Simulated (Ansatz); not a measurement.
Results of PBEsol in Ansatz (plane waves, PAW) for CsCl-type PdIn.

Settings: plane-wave cutoff 520 eV, 18×18×18 k mesh, Fermi–Dirac smearing 0.05 eV, scalar-relativistic PAW data made under PBE.

Computed at the level's own relaxed cell.

Task: Predict the equilibrium volume per atom, bulk modulus, lattice parameter a and pressure derivative B′ of the bulk modulus.

Result: 
- equilibrium volume per atom: 17.12 Å³/atom
- bulk modulus: 136 GPa
- lattice parameter a: 3.247 Å
- pressure derivative B′ of the bulk modulus: 5.9

The run finds no gap.

Spin–orbit coupling is not included.

Computed values are for the static lattice.

Ansatz is a first-principles code.
